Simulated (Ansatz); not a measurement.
Base system: SiGe in the CsCl type structure (space group Pm-3m, No. 221; a = 3.200 Å; a hypothetical phase, not in the database extracts checked; relaxed with 0.1 eV smearing).

All numbers come from PBEsol (Ansatz, a quantum-chemistry and plane-wave program; PAW; 420 eV plane waves; no spin-orbit coupling).

For the base:

The pressure is 0.0 GPa. The band gap comes out as zero.

The change: an isotropic linear strain of +2.19 %; the atoms relax in the strained cell.

### Question
Estimate the effect on the energy relative to the base.

### Answer
The energy increases by 17 meV/atom.

### Question
Predict the new pressure.

### Answer
The pressure goes from zero to -4.8 GPa.

### Question
What does the calculation give for the band gap after the change?

### Answer
The band gap is still zero.

No phonon test of stability was made. All final runs are without spin polarisation.
